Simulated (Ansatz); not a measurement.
In₂S₃ (Cc, No. 9, 10 atoms in the cell; start mp-673633; another space group than a measured phase of this formula), treated with HSE06 (PAW; Ansatz, an electronic-structure program).

Run with plane-wave cutoff 460 eV, 4×4×4 k mesh, Fermi–Dirac smearing 0.01 eV, scalar-relativistic PAW data made under PBE.

Cell (relaxed with PBEsol):

```
In2S3
1.0
    3.41178    -5.88866    -0.00590
    3.41178     5.88866    -0.00590
   -2.24914     0.00000     6.40736
In S
4 6
Direct
  0.18603   0.01837   0.00216
  0.01837   0.18603   0.50216
  0.33140   0.81640   0.49803
  0.81640   0.33140   0.99803
  0.55177   0.39580   0.15019
  0.39580   0.55177   0.65019
  0.85128   0.01362   0.11274
  0.01362   0.85128   0.61274
  0.22292   0.69852   0.10821
  0.69852   0.22292   0.60821
```

Question: Estimate the band gap that the calculation returns.

Answer: 
* **band gap**: 2.12 eV (on the SCF k mesh)

Note: cell and atoms aren't relaxed at this level (pressure 0.7 GPa).

Spin–orbit coupling is not included.

Computed values are for the static lattice.

The result took about 23 core-minutes (a rough figure).

A start named mp-… is a Materials Project structure, which need not be a measured phase.
